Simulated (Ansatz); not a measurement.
# Response to strain in Al2Au

Start from Al2Au (space group Fm-3m, No. 225; a = 6.061 Å; relaxed with 0.1 eV smearing).

Strains are applied to the cell and any free atomic positions relax.

Level of theory: PBE in Ansatz (plane waves to 420 eV, PAW, scalar-relativistic without spin-orbit coupling).

```
isotropic strain (%)  pressure (GPa)
--------------------  --------------
-3                              11.9
-2.5                             9.6
-2                               7.3
-1.5                             5.3
-1                                 ?
-0.5                             1.6
0                                0.0
1.5                             -4.2
2                               -5.4
```

Fit P = P₀ − Bδ + Cδ² with δ = (1 + ε)³ − 1 to the rows shown and predict the withheld row.

Least squares on the printed values gives P₀ = -0.1 GPa, B = 107 GPa, C = 339 GPa (largest residual 0.1 GPa); this predicts 3.4 GPa, and the run gives 3.4 GPa, in agreement.

Whether these cells are dynamically stable was not tested.

Ansatz is a program for electronic structure.
